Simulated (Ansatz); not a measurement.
La under a change: pressure 7.5 GPa

Take La (space group P6_3/mmc, No. 194; a = 3.770 Å, c = 12.081 Å) as the base.

One thing is altered: a hydrostatic pressure of 7.5 GPa.

Calculations: Ansatz (a program for electronic structure), PBE, PAW, cutoff 420 eV, no SOC. k-mesh 14×14×4 (Γ-centred); smearing 0.05 eV (Fermi–Dirac).

| quantity | base | changed | shift |
|---|---|---|---|
| volume per atom | 37.18 Å³ | 29.69 Å³ | -7.49 Å³ |
| density | 6.20 g/cm³ | 7.77 g/cm³ | +1.57 g/cm³ |
| lattice parameter a | 3.770 Å | 3.490 Å | -0.280 Å |
| c/a ratio | 3.204 | 3.226 | +0.0214 |
| enthalpy H = E + PV relative to the base's energy | – | +1.54 eV/atom | – |
| band gap | zero | zero | – |

Cost of the whole job for the changed cell (relaxation, final SCF and bands): around 90 core-seconds (rough).

Load acts through the strain it causes; cell and atoms are relaxed under it. Whether these cells are dynamically stable was not tested. No other phases were tried under pressure.
